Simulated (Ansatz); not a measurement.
Consider CsPbCl3 in the cubic perovskite structure (space group Pm-3m, No. 221).

```xyz
5
Lattice="5.6731 0.0000 0.0000 0.0000 5.6731 0.0000 0.0000 0.0000 5.6731" Properties=species:S:1:pos:R:3 pbc="T T T"
Cs     0.0000     0.0000     0.0000
Pb     2.8366     2.8366     2.8366
Cl     0.0000     2.8366     2.8366
Cl     2.8366     2.8366     0.0000
Cl     2.8366     0.0000     2.8366
```

All numbers come from r2SCAN (Ansatz, a quantum-chemistry and plane-wave program; PAW; 500 eV plane waves; no spin-orbit coupling).

Base values:

* **Valley order**: R along ⟨111⟩ 2.46 eV; Γ 3.99 eV
* **Electron mass**: 0.12, 0.88, 0.88 mₑ (at R)
* **Density**: 4.06 g/cm³

Modification: cell and atoms relaxed at a pressure of 7.5 GPa.

Predict the new valley order.

The valley order (the lowest conduction-band minima on the path, energy above the VBM, named in the base's zone) changes from R along ⟨111⟩ 2.46 eV; Γ 3.99 eV to R along ⟨111⟩ 1.36 eV; Γ 2.77 eV.

What does the calculation give for the electron mass after the change?

The electron mass (degenerate bands, along [100]) changes from 0.12, 0.88, 0.88 mₑ (at R) to 0.079, 0.67, 0.67 mₑ (at R).

Estimate the effect on the density.

The density goes up by 0.86 g/cm³ (4.06 g/cm³ → 4.92 g/cm³).

With Pb present, leaving out spin-orbit coupling can change the band edges. The levels and masses belong to the bands next to the band gap. Load acts through the strain it causes; cell and atoms are relaxed under it. Effective masses come from finite differences of ±0.01 Å⁻¹. No phonon test of stability was made. Competing high-pressure phases were not computed. Many cubic perovskites are stable only at high temperature; tilts and polar distortions were not tested. This is not the structure that CsPbCl3 has at room temperature and ambient pressure.
